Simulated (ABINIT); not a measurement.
Input and output of a self-consistent single point for La3TlC (Pm-3m, 5 atoms in the cell) (ABINIT).

Method of the run: PBEsol, PAW (JTH v2.0 PBE PAW, files made for PBE) (plane waves; ABINIT).

```
La3TlC
1.0
    5.32515     0.00000     0.00000
    0.00000     5.32515     0.00000
    0.00000     0.00000     5.32515
La Tl C
3 1 1
Cartesian
  2.66257   0.00000   2.66257
  0.00000   2.66257   2.66257
  2.66257   2.66257   0.00000
  0.00000   0.00000   0.00000
  2.66257   2.66257   2.66257
```

Reference input (self-consistent single point, DFT, LDA (PW92), plane waves, PAW (JTH v2.0 LDA PAW)): pseudos = [La.LDA_PW-JTH.xml, Tl.LDA_PW-JTH.xml, C.LDA_PW-JTH.xml]; ecut = 52 Ry; pawecutdg = 104 Ry; pawxcdev = 0; occopt = 7; tsmear = 0.00999582 Ha; ngkpt = 5 5 5; nshiftk = 1; shiftk = 0 0 0; potentials = JTH v2.0 LDA PAW; nband = 33; kptopt = 1. This run's input differs from it in these lines:

```diff
@@ -1,4 +1,4 @@
-# La3TlC, JTH v2.0 LDA PAW
+# La3TlC, JTH v2.0 PBE PAW
 pp_dirpath "./"
-pseudos "La.LDA_PW-JTH.xml, Tl.LDA_PW-JTH.xml, C.LDA_PW-JTH.xml"
+pseudos "La.GGA_PBE-JTH.xml, Tl.GGA_PBE-JTH.xml, C.GGA_PBE-JTH.xml"
 acell 5.3251460000 5.3251460000 5.3251460000 Angstrom
@@ -21,2 +21,3 @@
 pawxcdev 0
+ixc -116133
 occopt 7
```

Its files differ too (potentials: JTH v2.0 LDA PAW → JTH v2.0 PBE PAW).

The program printed (abridged):

```
--- !BeginCycle
solver: {iscf: 17, nstep: 100, nline: 4, wfoptalg: 10, }
tolerances: {tolvrs: 1.00E-11, }
...

     iter   Etot(hartree)      deltaE(h)  residm     nres2
 ETOT  1  -149.61843684148    -1.496E+02 8.350E-01 1.896E+02
 ETOT  2  -154.15232878965    -4.534E+00 2.640E-01 2.333E+02
 ETOT  3  -153.40572222507     7.466E-01 3.530E-02 7.150E+01
 ETOT  4  -153.25281015072     1.529E-01 1.044E-02 2.612E+01
 ETOT  5  -153.18907046314     6.374E-02 5.336E-03 1.322E+01
   [... 11 lines left out ...]
 ETOT 17  -153.12364406387     1.779E-11 7.958E-04 2.385E-10
 ETOT 18  -153.12364406387    -7.674E-13 1.428E-04 2.086E-10
 ETOT 19  -153.12364406387     1.478E-12 5.146E-04 1.999E-11
 ETOT 20  -153.12364406387    -6.537E-13 8.790E-05 6.666E-12
 At SCF step   20       nres2   =  6.67E-12 < tolvrs=  1.00E-11 =>converged.

 Cartesian components of stress tensor (hartree/bohr^3)
  sigma(1 1)=  1.60374814E-04  sigma(3 2)=  0.00000000E+00
  sigma(2 2)=  1.60374814E-04  sigma(3 1)=  0.00000000E+00
  sigma(3 3)=  1.60374814E-04  sigma(2 1)=  0.00000000E+00

 ----iterations are completed or convergence reached----

 reduced coordinates (array xred) for    5 atoms
       0.500000000000      0.000000000000      0.500000000000
       0.000000000000      0.500000000000      0.500000000000
       0.500000000000      0.500000000000      0.000000000000
       0.000000000000      0.000000000000      0.000000000000
       0.500000000000      0.500000000000      0.500000000000
 cartesian forces (eV/Angstrom) at end:
    1     -0.00000000000000    -0.00000000000000    -0.00000000000000
   [... lines left out ...]
 Fermi (or HOMO) energy (hartree) =   0.15433   Average Vxc (hartree)=  -0.36456
   [... lines left out ...]
'-kT*entropy'       : -5.01734254212595E-03
total_energy        : -1.53123644020388E+02
total_energy_eV     : -4.16670625548078E+03
...

-Cartesian components of stress tensor (GPa)         [Pressure= -4.7184E+00 GPa]
- sigma(1 1)=  4.71838913E+00  sigma(3 2)=  0.00000000E+00
- sigma(2 2)=  4.71838913E+00  sigma(3 1)=  0.00000000E+00
- sigma(3 3)=  4.71838913E+00  sigma(2 1)=  0.00000000E+00

 Calculation completed.
```

The run converged in 20 iterations. Against the reference run the pressure goes from -6.27 to -4.72 GPa.

The starting cell comes from a database of computed structures (which also holds hypothetical and non-ambient phases and stackings), without a prior relaxation at this level. Its lattice was rescaled by a random factor within 2.5 % of one. The potentials were made for another functional than the one used. With a pressure of about -5 GPa the cell is away from its equilibrium volume at this level.

Cost on one core of a shared machine: roughly 4 min.
